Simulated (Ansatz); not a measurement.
The starting structures come from a database of crystals and need not be the phases stable at ambient conditions.

Data:

```yaml
crystal:
  lattice:
    - [7.60116, 0.00000, 0.00000]
    - [-0.91823, 7.65093, 0.00000]
    - [0.94092, -0.82187, 3.56978]
  atoms:
    - { symbol: Ti, position: [0.70550, 0.46790, 0.38120] }
    - { symbol: Ti, position: [0.29450, 0.53210, 0.61880] }
    - { symbol: Ti, position: [0.10770, 0.78250, 0.33740] }
    - { symbol: Ti, position: [0.89230, 0.21750, 0.66260] }
    - { symbol: Bi, position: [0.36020, 0.14080, 0.89030] }
    - { symbol: Bi, position: [0.63980, 0.85920, 0.10970] }
    - { symbol: O, position: [0.36770, 0.95010, 0.29120] }
    - { symbol: O, position: [0.63230, 0.04990, 0.70880] }
    - { symbol: O, position: [0.89650, 0.64490, 0.37420] }
    - { symbol: O, position: [0.10350, 0.35510, 0.62580] }
    - { symbol: O, position: [0.54200, 0.66940, 0.56370] }
    - { symbol: O, position: [0.45800, 0.33060, 0.43630] }
    - { symbol: O, position: [0.83770, 0.23950, 0.20090] }
    - { symbol: O, position: [0.16230, 0.76050, 0.79910] }
    - { symbol: O, position: [0.71870, 0.42950, 0.85540] }
    - { symbol: O, position: [0.28130, 0.57050, 0.14460] }
    - { symbol: O, position: [0.00000, 0.00000, 0.50000] }
```

Space group of this cell: C2/m. The cell is taken as given; by r2SCAN its mean pressure is -0.7 GPa.

Transport runs along the normal of the first two printed cell vectors.

No gap correction and no spin-orbit coupling; mid-gap values are interpolated between computed energies.

Estimate the band gap and the smallest decay constant κ at mid-gap that r2SCAN in Ansatz (an electronic-structure program) returns for this system.

Gap 2.47 eV on a 8×8×8 mesh; κ = 0.353 1/Å, at (0.250, 0.500) of the in-plane reciprocal vectors. At the zone centre, at the nearest computed energy, the slowest state has κ = 0.39 1/Å.
